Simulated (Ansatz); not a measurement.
Start from BeBr2 (space group Fm-3m, No. 225; a hypothetical phase, not in the database extracts checked).

```cif
data_BeBr2
_chemical_formula_sum 'Be1 Br2'
_space_group_name_H-M_alt 'P 1'
_space_group_IT_number 1
_cell_length_a 4.52047
_cell_length_b 4.52047
_cell_length_c 4.52047
_cell_angle_alpha 60.000
_cell_angle_beta 60.000
_cell_angle_gamma 60.000
loop_
_space_group_symop_operation_xyz
  'x, y, z'
loop_
_atom_site_label
_atom_site_type_symbol
_atom_site_fract_x
_atom_site_fract_y
_atom_site_fract_z
_atom_site_occupancy
Be1 Be 0.00000 0.00000 0.00000 1
Br1 Br 0.25000 0.25000 0.25000 1
Br2 Br 0.75000 0.75000 0.75000 1
```

Level of theory: PBEsol in Ansatz (plane waves to 420 eV, PAW, scalar-relativistic without spin-orbit coupling).

One change was made to it. Results:

| quantity | base | after |
|---|---|---|
| lattice parameter a | 6.393 Å | 5.599 Å |
| band gap | 0.30 eV | zero |

Question: Name the change that was made.
(A) pressure 45 GPa
(B) pressure −2 GPa
(C) pressure 18 GPa
(D) pressure −1 GPa
(E) pressure 9 GPa

Answer: A, pressure 45 GPa. For comparison, the lattice parameter a in the other runs: pressure 18 GPa gives 5.955 Å; pressure 9 GPa gives 6.129 Å; pressure −2 GPa gives 6.480 Å; pressure −1 GPa gives 6.435 Å.

The mesh was chosen for an insulator and is coarse for the gapless case. Load acts through the strain it causes; cell and atoms are relaxed under it. No phonon test of stability was made. Competing high-pressure phases were not computed. All final runs are without spin polarisation. A zero or small gap of BeBr2 can be the functional's error rather than a property of the material.

Ansatz is a program for electronic structure.
